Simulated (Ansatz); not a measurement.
Defect: Si-vacancy pair (Si on one host Ga site, one Ga site vacant) in wurtzite GaN, charge state -2. Calculation: PBE, PAW (plane waves to 420 eV; Ansatz, an electronic-structure program).

72-site cell at the relaxed PBE lattice, one k-point at (0.125, 0.250, 0.250), smearing 0.01 eV, spin-restricted, no finite-size correction. No zero-point or tunnelling terms. The charge state is imposed; whether it is stable for some Fermi level was not computed. Forms of the defect that were not tried may lie lower. The start lies 0.12 eV above the lowest site run (PBE).

Barriers: single points on a 2×2×2 k-point mesh shifted by half a step along c at the bands' geometries (they differ from the bands' own by up to 0.06 eV, and are uncertain by about as much).

The step: a nearby Ga atom hops onto the vacant site (Si-vacancy distance between ideal sites 3.21 Å throughout). Atoms about the jump, Cartesian Å from the middle of the jump, before and after:

| atom | x0 | y0 | z0 | x1 | y1 | z1 |
|---|---|---|---|---|---|---|
| Ga1 | -0.78 | -1.34 | 0.00 | 0.78 | 1.34 | 0.00 |
| N2 | -0.98 | 0.35 | -0.86 | -0.79 | 0.67 | -0.86 |
| N3 | 0.82 | -2.33 | -0.59 | 0.92 | -2.39 | -0.63 |
| N4 | 2.52 | 0.41 | -0.63 | 2.43 | 0.45 | -0.59 |
| N5 | -0.79 | -1.39 | 1.99 | -0.79 | -1.42 | 2.20 |
| N6 | 0.83 | 1.38 | 2.21 | 0.81 | 1.37 | 2.00 |
| Ga7 | 2.42 | -1.34 | 0.05 | 2.37 | -1.43 | 0.05 |
| Ga8 | -0.75 | 0.48 | 2.63 | -0.79 | 0.40 | 2.63 |
| N9 | 2.43 | -1.40 | 2.04 | 2.43 | -1.41 | 2.04 |
| Si10 | -0.82 | 0.44 | -2.55 | -0.79 | 0.48 | -2.55 |
| Ga11 | -2.35 | 1.37 | 0.00 | -2.36 | 1.34 | 0.00 |
| Ga12 | 0.82 | -2.32 | 2.65 | 0.78 | -2.32 | 2.65 |
| Ga13 | 2.40 | 0.48 | 2.65 | 2.41 | 0.44 | 2.65 |
| Ga14 | 0.83 | -2.32 | -2.55 | 0.81 | -2.30 | -2.49 |
| Ga15 | 2.39 | 0.44 | -2.49 | 2.42 | 0.43 | -2.55 |
| N16 | -2.38 | -2.34 | -0.57 | -2.51 | -2.39 | -0.63 |
| N17 | 0.81 | 3.38 | -0.63 | 0.83 | 3.23 | -0.57 |

Question: Give the saddle-point geometry and the barrier.

Answer: 
```csv
atom,x,y,z
Ga1,0.32,-0.20,0.24
N2,-0.98,0.57,-0.88
N3,0.90,-2.19,-0.54
N4,2.35,0.31,-0.54
N5,-0.68,-1.30,2.02
N6,0.78,1.22,2.02
Ga7,2.62,-1.51,0.06
Ga8,-0.83,0.47,2.76
N9,2.50,-1.46,2.06
Si10,-0.85,0.48,-2.56
Ga11,-2.45,1.41,0.01
Ga12,0.83,-2.30,2.67
Ga13,2.40,0.42,2.67
Ga14,0.81,-2.27,-2.48
Ga15,2.36,0.42,-2.48
N16,-2.41,-2.35,-0.61
N17,0.83,3.25,-0.60
```
It lies 2.11 eV above the start and 2.11 eV above the end. The saddle point's order was not checked, and it lies on a symmetry element of the cell, where a band can be held.
